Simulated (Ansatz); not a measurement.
Functionals compared on the (31-41) surface of hcp Sc in its 1x1 cell, outermost plane spacing 0.13 Å in the ideal cut, in Ansatz (plane waves, PAW). The structure was relaxed with PBE; the other rows are single points on it, each with its references at the same level. Cutoff 420 eV (500 eV for r2SCAN).

Slab: 28 atoms, 10.4 Å thick at the start (thin: gaps and levels are the slab's own); k 6x4x1, smearing 0.1 eV, dipole-corrected; all atoms relaxed; symmetry of the start imposed; no spin, no spin-orbit, no U. These notes are the PBE run's.

| functional | surface energy (J/m²) | work function of the top face (eV) | rough cost of the single point |
|---|---|---|---|
| PBE | 1.30 | 3.18 | – |
| LDA | 1.47 | 3.35 | around 4 core-minutes (rough) |
| PBEsol | ___ | ___ | roughly 5 core-minutes |
| RPBE | 1.20 | 3.08 | roughly 5 core-minutes |
| r2SCAN | 1.38 | 3.22 | roughly 8 core-minutes |

Task: Complete the blanks.

Result: 
- PBEsol, surface energy (J/m²): 1.41
- PBEsol, work function of the top face (eV): 3.23

Ansatz is a quantum-chemistry and plane-wave program.
